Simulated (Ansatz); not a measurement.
The reference is CdS in the wurtzite structure (space group P6_3mc, No. 186).

```yaml
crystal:
  lattice:
    - [4.07411, 0.00000, 0.00000]
    - [-2.03706, 3.52828, 0.00000]
    - [0.00000, 0.00000, 6.63675]
  atoms:
    - { symbol: Cd, position: [0.33333, 0.66667, 0.00038] }
    - { symbol: Cd, position: [0.66667, 0.33333, 0.50038] }
    - { symbol: S, position: [0.33333, 0.66667, 0.37662] }
    - { symbol: S, position: [0.66667, 0.33333, 0.87662] }
```

Level of theory: Ansatz (a program for electronic structure), LDA, PAW, cutoff 420 eV, without spin-orbit coupling.

Strains are applied to the cell and any free atomic positions relax.

One change was made to it. Results:

The electron mass goes from 0.11 mₑ along c, 0.11 mₑ across (at Γ) to 0.12 mₑ along c, 0.12 mₑ across (at Γ); the valence-band top at Γ (three highest levels, from the VBM) changes from 0.00, 0.00, -0.06 eV to 0.00, 0.00, -0.07 eV; the pressure (mean of the normal stresses, compression positive) goes from zero to 4.18 GPa; the mean gap deformation potential ΔEg/Δln V comes out as -2.2 eV.

### Question
What was done to the base?
A. isotropic strain −1.20 %
B. isotropic strain −0.60 %
C. isotropic strain −2.40 %
D. isotropic strain −1.80 %
E. isotropic strain −3.00 %

### Answer
D, isotropic strain −1.80 %. For comparison, the electron mass in the other runs: isotropic strain −1.20 % gives 0.11 mₑ along c, 0.12 mₑ across (at Γ); isotropic strain −0.60 % gives 0.11 mₑ along c, 0.12 mₑ across (at Γ); isotropic strain −3.00 % gives 0.12 mₑ along c, 0.13 mₑ across (at Γ); isotropic strain −2.40 % gives 0.12 mₑ along c, 0.13 mₑ across (at Γ).

Masses are band curvatures over ±0.01 Å⁻¹ around the edge. Gaps are read on the SCF mesh and a high-symmetry path. Stability against distortions was not tested.
